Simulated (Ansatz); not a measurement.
By PBEsol, the system below comes out a metal.

A figure of merit of an interconnect metal is its ballistic conductance per area.

Here is the system:

```
La
1.0
    3.79631     0.00000     0.00000
   -1.89815     3.28770     0.00000
    0.00000     0.00000    12.04126
La
4
Direct
  0.00000   0.00000   0.00000
  0.00000   0.00000   0.50000
  0.33333   0.66667   0.25000
  0.66667   0.33333   0.75000
```

The cell is taken as given; by PBEsol it stands under a pressure of -2.4 GPa.

The current flows along the normal of the first two printed cell vectors, the (001) plane of the conventional cell. No spin-orbit coupling; the value is a mean over 0.1 eV about the Fermi level.

Task: Compute, with PBEsol run with Ansatz (an electronic-structure program), the ballistic conductance per area.

Result: 0.62 × 10¹⁵ S/m² for both spins.
